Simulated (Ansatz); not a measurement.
# B20 (FeSi-type) MnGe

The numbers are results of PBEsol (Ansatz, a program for electronic structure, plane waves, PAW), not measurements.

Numerical settings: plane-wave cutoff 500 eV, 8×8×8 k mesh, Fermi–Dirac smearing 0.05 eV, spin-polarised start, scalar-relativistic PAW data made under PBE.

Cell (relaxed at this level):

```
CELL_PARAMETERS angstrom
      4.67854     0.00000     0.00000
      0.00000     4.67854     0.00000
      0.00000     0.00000     4.67854
ATOMIC_POSITIONS crystal
  Mn 0.86262 0.63738 0.36262
  Mn 0.36262 0.86262 0.63738
  Mn 0.13738 0.13738 0.13738
  Mn 0.63738 0.36262 0.86262
  Ge 0.15674 0.34326 0.65674
  Ge 0.65674 0.15674 0.34326
  Ge 0.84326 0.84326 0.84326
  Ge 0.34326 0.65674 0.15674
```

For B20 (FeSi-type) MnGe, the band gap is none.

Note: the magnetic order was assumed, not searched for or taken from measurement; the relaxation could not lower the start's symmetry, so the cell can be a saddle point above a distorted one.

Spin–orbit coupling is not included.

Cost on a shared machine: about 14 core-minutes (a rough figure).
